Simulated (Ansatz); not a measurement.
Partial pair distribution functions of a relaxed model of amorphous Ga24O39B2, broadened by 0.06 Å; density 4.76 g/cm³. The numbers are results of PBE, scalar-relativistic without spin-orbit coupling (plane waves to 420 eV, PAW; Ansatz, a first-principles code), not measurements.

Preparation: random packing, a CHGNet melt and quench, and a DFT relaxation. O atoms were pushed apart under 1.9 Å during the dynamics, to hinder bonds among them. The hot cell started wider than the set density and was brought back towards it in steps. It is the lowest in DFT energy of 2 quenches. It is a model cell: composition and starting density were chosen by hand, and all elements were melted together. No dispersion term was used. Its density started from a set value of 4.76 and ended at 4.76 g/cm³. The quench (nominally 220 K/ps over its main leg) was far faster than any real one, so the model tends to hold more defects than a real film. One small periodic cell is one sample of the glass; other quenches scatter about these values. The volume was held where the preparation left it and the shape relaxed, at a PBE pressure of 2.3 GPa. Stress components on the final sampling reach 2.3 GPa.

| r (Å) | g Ga-O | g O-B | g Ga-Ga | g O-O |
|---|---|---|---|---|
| 1.10 | 0.00 | 0.00 | 0.00 | 0.00 |
| 1.20 | 0.00 | 0.50 | 0.00 | 0.00 |
| 1.30 | 0.00 | 7.70 | 0.00 | 0.00 |
| 1.40 | 0.00 | 14.51 | 0.00 | 0.00 |
| 1.50 | 0.00 | 3.18 | 0.00 | 0.00 |
| 1.60 | 0.01 | 0.07 | 0.00 | 0.00 |
| 1.70 | 0.54 | 0.00 | 0.00 | 0.00 |
| 1.80 | 5.04 | 0.00 | 0.00 | 0.00 |
| 1.90 | 8.57 | 0.00 | 0.00 | 0.00 |
| 2.00 | 4.20 | 0.00 | 0.00 | 0.00 |
| 2.10 | 1.34 | 0.00 | 0.00 | 0.02 |
| 2.20 | 0.47 | 0.00 | 0.00 | 0.13 |
| 2.30 | 0.24 | 0.00 | 0.00 | 0.17 |
| 2.40 | 0.07 | 0.00 | 0.00 | 0.36 |
| 2.50 | 0.00 | 0.00 | 0.00 | 0.88 |
| 2.60 | 0.04 | 0.00 | 0.00 | 1.28 |
| 2.70 | 0.30 | 0.00 | 0.04 | 1.84 |
| 2.80 | 0.34 | 0.07 | 0.70 | 2.41 |
| 2.90 | 0.17 | 1.28 | 1.66 | 3.25 |
| 3.00 | 0.14 | 2.18 | 1.85 | 3.12 |
| 3.10 | 0.35 | 1.82 | 2.81 | 1.80 |
| 3.20 | 0.43 | 2.53 | 2.57 | 1.14 |
| 3.30 | 0.46 | 1.24 | 2.73 | 0.94 |
| 3.40 | 0.77 | 0.73 | 2.37 | 1.02 |
| 3.50 | 1.05 | 0.89 | 1.74 | 0.85 |
| 3.60 | 1.18 | 0.56 | 1.48 | 0.53 |
| 3.70 | 1.34 | 0.34 | 0.62 | 0.48 |
| 3.80 | 1.16 | 1.40 | 0.36 | 0.51 |
| 3.90 | 0.98 | 2.60 | 0.30 | 0.53 |
| 4.00 | 1.28 | 1.56 | 0.30 | 0.54 |
| 4.10 | 1.28 | 0.97 | 0.59 | 0.77 |
| 4.20 | 1.44 | 1.55 | 0.73 | 0.81 |
| 4.30 | 1.38 | 1.79 | 0.70 | 0.54 |
| 4.40 | 1.57 | 0.83 | 0.96 | 0.58 |
| 4.50 | 1.62 | 0.74 | 0.96 | 0.96 |

Within 2.44 Å each Ga has 4.58 O neighbours on average.
